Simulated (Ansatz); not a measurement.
# Effect of uniaxial strain ε_zz = +3.00 % on MgI2

Base system: MgI2 in the CdI2 type structure (space group P-3m1, No. 164; a = 4.060 Å, c = 6.580 Å; layered, stacked along the Cartesian z axis). Axes: x lies along a and z along c of the hexagonal cell.

The change: uniaxial strain ε_zz = +3.00 %, all other strain components held at zero; the atoms relax in the strained cell.

All numbers come from DFT with PBEsol-D3(BJ), PAW potentials and a 420 eV plane-wave cutoff in Ansatz (a quantum-chemistry and plane-wave program), no SOC. k-mesh 9×9×5 (Γ-centred); smearing 0.05 eV (Fermi–Dirac).

```tsv
quantity	base	changed	shift
volume per atom	31.31 Å³	32.25 Å³	+0.94 Å³
space group	P-3m1 (No. 164)	P-3m1 (No. 164)	–
shortest interatomic distance	2.879 Å	2.887 Å	+0.008 Å
energy relative to the base (free energy F)	0 meV/atom	+2.5 meV/atom	+2.5 meV/atom
band gap	3.34 eV	3.46 eV	+0.12 eV
gap character	indirect, Γ → L–M (40 % along)	indirect, Γ → L–M (40 % along)	–
smallest direct gap	3.69 eV	3.77 eV	+0.08 eV
valence-band top at Γ (three highest levels, from the VBM)	0.00, -0.14, -0.14 eV	0.00, 0.00, -0.05 eV	–
stress (xx, yy, zz, yz, xz, xy; compression positive)	–	(-0.23, -0.23, -0.80, 0.00, 0.00, 0.00) GPa	–
```

With I present, leaving out spin-orbit coupling can change the band edges. Semilocal Kohn–Sham gaps tend to fall short of experiment. No phonon test of stability was made.
